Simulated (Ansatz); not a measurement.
System: Al2Cu (I4/mcm, No. 140). Method: HSE06 in Ansatz (plane waves, PAW).

Numerical settings: plane-wave cutoff 460 eV, 8×8×8 k mesh, Fermi–Dirac smearing 0.05 eV, no spin polarisation, scalar-relativistic PAW data made under PBE.

Computed at the level's own relaxed cell.

Give the computed equilibrium lattice constant a and lattice parameter c.


* **equilibrium lattice constant a**: 6.071 Å
* **lattice parameter c**: 4.807 Å

Note: the run has no spin polarisation, so it can have missed a magnetic state.

Static lattice: no zero-point or thermal effects.

Ansatz is an electronic-structure program.
